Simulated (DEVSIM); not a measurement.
Device: Al/SiO2/p-Ge capacitor, at 400 K.

| layer (left to right) | material | thickness (nm) | Na (cm⁻³) |
|---|---|---|---|
| 1 | SiO2 | 37.0 | - |
| 2 | Ge | 830 | 5.1e17 |

Metal gate on the left, work function 4.1 eV. Fixed charge at the semiconductor interface -1.2e10 cm⁻² (in units of +e); no interface traps.

Constants are typed, rounded textbook-type inputs, not results; the design itself was drawn at random and stands for no fabricated device. Values at 300 K; Nc and Nv go as T^1.5, mobilities as T to minus their exponent, the gap by Varshni's rule with the affinity fixed.

```
parameter         SiO2        Ge
----------------  ----  --------
gap (eV)             9     0.664
affinity (eV)      0.9         4
permittivity       3.9        16
Nc (cm⁻³)            -   1.04e19
Nv (cm⁻³)            -      6e18
Varshni α (eV/K)     -  0.000477
Varshni β (K)        -       235
```

DEVSIM, 1D Poisson equation in equilibrium, Boltzmann statistics, complete ionisation; no quantum confinement or tunnelling. Metal contacts follow the ideal Schottky-Mott rule: no Fermi-level pinning, no interface dipoles.

The interface trap density was swept, all else fixed.

```csv
interface trap density (cm^-2 eV^-1),minimum of the low-frequency capacitance (μF/cm²),flat-band voltage (V)
0,0.0784,-0.40
1e10,0.0785,-0.41
1e11,0.0789,-0.44
3e11,0.0796,-0.51
1e12,(withheld),-0.77
2e12,0.0836,-1.13
```

Complete the blanks.


- 1e12, minimum of the low-frequency capacitance (μF/cm²): 0.0817
